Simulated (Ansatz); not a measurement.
Base system: BeS in the rock salt structure (space group Fm-3m, No. 225; a = 4.5900 Å; a hypothetical phase, not in the database extracts checked).

The change: the cell is scaled by 1.0145 in all directions, atoms relaxed at fixed cell.

Levels (all Ansatz, a first-principles code, PAW): PBEsol (420 eV, spin-orbit coupling left out); r2SCAN (500 eV, no SOC); HSE06 (420 eV, spin-orbit coupling left out).

One geometry, relaxed with PBEsol, under each level:

| level | band gap | lowest conduction level above the VBM at special points | electron mass | pressure |
|---|---|---|---|---|
| PBEsol | 0.93 eV | X 0.93 eV; U 2.19 eV; K 2.19 eV; L 3.90 eV | 0.95 mₑ along k, 0.29 mₑ across (at X) | -45.3 kbar |
| r2SCAN | 1.33 eV | X 1.33 eV; U 2.68 eV; K 2.68 eV; L 4.48 eV | 0.89 mₑ along k, 0.28 mₑ across (at X) | -15.6 kbar |
| HSE06 | … | … | – | – |

**Question.** Give the withheld HSE06 results.

**Answer.** 
- HSE06, band gap: 1.73 eV
- HSE06, lowest conduction level above the VBM at special points: X 1.73 eV; U 3.10 eV; K 3.10 eV; Γ 6.25 eV

Single points use the geometry relaxed with PBEsol. Their cutoffs differ, which shifts pressures a little. HSE06 was sampled on its mesh, a few special points and the semilocal edge points, so its gap is an upper bound. The cells carry an imposed strain or load. Effective masses come from finite differences of ±0.01 Å⁻¹. Along k means along the line from Γ to the band edge. Whether these cells are dynamically stable was not tested.
